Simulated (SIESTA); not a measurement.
Band structure of ZnCu2SnS4 (I-4, 8 atoms in the cell).

```
CELL_PARAMETERS angstrom
     -2.63860     2.63860     5.27809
      2.63860    -2.63860     5.27809
      2.63860     2.63860    -5.27809
ATOMIC_POSITIONS crystal
  Zn 0.75000 0.25000 0.50000
  Cu 0.00000 0.00000 0.00000
  Cu 0.25000 0.75000 0.50000
  Sn 0.50000 0.50000 0.00000
  S  0.36432 0.37124 0.47758
  S  0.62876 0.10634 0.99308
  S  0.89366 0.88674 0.52242
  S  0.11326 0.63568 0.00692
```

Level of theory: SIESTA with GGA PBE, numerical atomic orbitals DZP, PseudoDojo PBE standard norm-conserving potentials (rewritten from UPF to PSML).

Settings: XC.functional = GGA; XC.authors = PBE; potentials = PseudoDojo PBE standard; PAO.BasisSize = DZP; PAO.EnergyShift = 0.01 Ry; MeshCutoff = 400 Ry; kgrid.MonkhorstPack = 5 5 5; OccupationFunction = FD; ElectronicTemperature = 50 meV; MaxSCFIterations = 150; SCF.Mixer.Method = Pulay; SCF.Mixer.Weight = 0.1; SCF.Mixer.History = 6; SCF.DM.Tolerance = 1.0E-05.

The starting cell comes from a database of computed structures (which also holds hypothetical and non-ambient phases and stackings), without a prior relaxation at this level. Its lattice was rescaled by a random factor within 2.5 % of one. Values carry the incompleteness of an atom-centred basis.

Q: Predict the gap along the standard path and the places of the band edges.

A: The gap along the path is 0.76 eV, direct at Γ to within 0.01 eV.

Levels in eV from the top of the valence band on the path, bands 45 to 49:
```csv
point,45,46,47,48,49
Γ,-1.77,-0.07,-0.07,0.00,0.76
X,-0.98,-0.84,-0.63,-0.52,0.96
Y,-1.01,-0.91,-0.82,-0.73,1.21
S,-1.60,-1.32,-0.83,-0.71,1.89
Z,-1.40,-1.30,-1.06,-1.06,1.54
S1,-1.60,-1.32,-0.83,-0.71,1.89
N,-1.41,-1.36,-1.26,-0.63,2.04
P,-0.94,-0.94,-0.72,-0.68,1.20
Y1,-1.01,-0.91,-0.82,-0.73,1.21
```

Higher empty bands are left out: an atom-centred basis made for the valence describes them poorly.
